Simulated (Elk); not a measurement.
Input and output of a self-consistent single point for AlN (F-43m, 2 atoms in the cell) (Elk).

Method: PBE, all-electron FP-LAPW, Elk's shipped species files, default APW+lo basis (Elk).

The change in words: lattice scaled by 0.98. Reference geometry:
```xyz
2
Lattice="0.0000 2.1938 2.1938 2.1938 0.0000 2.1938 2.1938 2.1938 0.0000" Properties=species:S:1:pos:R:3 pbc="T T T"
Al     0.0000     0.0000     0.0000
N      3.2907     3.2907     3.2907
```

Reference input (self-consistent single point, DFT, PBE, all-electron FP-LAPW, Elk's shipped species files, default APW+lo basis): xctype = 20; rgkmax = 7; stype = 3; swidth = 0.00183747 Ha; ngridk = 9 9 9; rmtscf = 0.84. This run's input differs from it in these lines:

```diff
@@ -19,3 +19,3 @@
 scale
-  5.862940006
+  5.745682435
```

Output, abridged:

```
│ Self-consistent loop started │
│ Loop number : 1 │
 total energy                :     -301.051078626
│ Loop number : 2 │
 total energy                :     -300.990227028
RMS change in Kohn-Sham potential (target) :    2.136530239     (  0.1000000000E-05)
Absolute change in total energy (target)   :   0.6085159764E-01 (  0.1000000000E-03)
│ Loop number : 3 │
 total energy                :     -300.943238103
RMS change in Kohn-Sham potential (target) :    2.092741162     (  0.1000000000E-05)
Absolute change in total energy (target)   :   0.6220182459E-01 (  0.1000000000E-03)
│ Loop number : 4 │
   [... lines left out ...]
Absolute change in total energy (target)   :   0.2962417095E-03 (  0.1000000000E-03)
│ Loop number : 14 │
 total energy                :     -297.731442250
RMS change in Kohn-Sham potential (target) :   0.1611813603E-05 (  0.1000000000E-05)
Absolute change in total energy (target)   :   0.9964358952E-04 (  0.1000000000E-03)
│ Loop number : 15 │
 total energy                :     -297.731435887
RMS change in Kohn-Sham potential (target) :   0.5238005585E-06 (  0.1000000000E-05)
Absolute change in total energy (target)   :   0.3127344786E-04 (  0.1000000000E-03)
Convergence targets achieved

│ Loop number : 16 │

Energies :
 Fermi                       :     0.273395044888
 total energy                :     -297.731433835

Density of states at Fermi energy :   0.5439763436E-07
 (states/Hartree/unit cell)

Estimated indirect band gap :   0.1287610197
 from k-point      1 to k-point     31
Estimated direct band gap   :   0.1684303910
 at k-point      1

Charges :
 core                        :    6.000000000
 valence                     :    14.00000000
 interstitial                :    3.339311411
 muffin-tins (core leakage)
  species :    1 (Al)
   atom    1                 :    10.83386212     (  0.3149658763E-02)
  species :    2 (N)
   atom    1                 :    5.826826466     (  0.3861860428E-05)
 total in muffin-tins        :    16.66068859
 total calculated charge     :    19.99099657
 total charge                :    20.00000000
 error                       :   0.9003425330E-02

│ Self-consistent loop stopped │
```

The run converged in 16 iterations. The count includes the last loop, which Elk runs after its targets are met. Against the reference run the free energy goes up by 34.9 meV/atom and the gap on the mesh goes from 3.461 to 3.504 eV.

The starting cell comes from a database of computed structures (which also holds hypothetical and non-ambient phases and stackings), without a prior relaxation at this level. Its lattice was rescaled by a random factor within 2.5 % of one. For this run, on top of that: lattice scaled by 0.98. Values depend on the basis (sphere radii, cutoffs, local orbitals), which need not be converged.
